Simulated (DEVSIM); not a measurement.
Device: W/La2O3/p-In0.53Ga0.47As capacitor, at 250 K.

Layer 1 from the left is La2O3, thickness (nm) 2.80. Layer 2 from the left is In0.53Ga0.47As, thickness (nm) 2700, Na (cm⁻³) 4.3e16.

Metal gate on the left, work function 4.6 eV. Fixed charge at the semiconductor interface 3.3e10 cm⁻² (in units of +e); no interface traps.

This is a model device: material constants are rounded textbook-type values typed into the input, and sizes, dopings and lifetimes were drawn at random. Values at 300 K; Nc and Nv go as T^1.5, mobilities as T to minus their exponent, the gap by Varshni's rule with the affinity fixed.

La2O3: gap (eV) 5.8, affinity (eV) 1.8, permittivity 27. In0.53Ga0.47As: gap (eV) 0.74, affinity (eV) 4.51, permittivity 13.9, Nc (cm⁻³) 2.1e17, Nv (cm⁻³) 7.7e18, Varshni α (eV/K) 0.00035, Varshni β (K) 190.

### Question
Estimate by hand the flat-band voltage, the threshold voltage, and compare with a numerical solution.

### Answer

- Flat-band voltage: C = 8.54 μF/cm², work-function difference -0.559 V; VFB = φms − qNf/C = -0.56 V; numerical -0.56 V.
- Threshold voltage: φF = 0.310 V, depletion charge √(4εqNφF) = 1.03e-7 C/cm²; VT = VFB + 2φF + Qd/C = 0.07 V; numerical 0.07 V.

Simulated with DEVSIM: 1D Poisson equation in equilibrium, Boltzmann statistics, complete ionisation; no quantum confinement or tunnelling. Metal contacts follow the ideal Schottky-Mott rule: no Fermi-level pinning, no interface dipoles.
